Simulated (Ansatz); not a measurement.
Base system: Cu3N (space group Pm-3m, No. 221; a = 3.765 Å). Axes: x, y, z lie along the cube axes.

Modification: the cell is stretched by 2.52 % along z with no lateral relaxation, atoms relaxed at fixed cell.

Levels (all Ansatz, an electronic-structure program, PAW, earlier PAW set): PBEsol (420 eV, without spin-orbit coupling); PBEsol+SOC (420 eV, noncollinear with spin-orbit coupling).

The geometry is relaxed with PBEsol.

```
Quantity            Value
---------------  --------
PBEsol band gap   0.09 eV
PBEsol pressure  -3.0 GPa
```

### Question
What does PBEsol+SOC give at this geometry for the band gap and pressure?

### Answer
The band gap goes from 0.09 eV to zero; the pressure stays -3.0 GPa.

Single points use the geometry relaxed with PBEsol. Differences between runs with and without spin-orbit coupling are approximate. The cells carry an imposed strain or load. No phonon test of stability was made. The runs without spin-orbit coupling are not spin-polarised. Gaps under 0.05 eV, about the width of the smearing, are given as zero. A zero or small gap of Cu3N can be the functional's error rather than a property of the material.
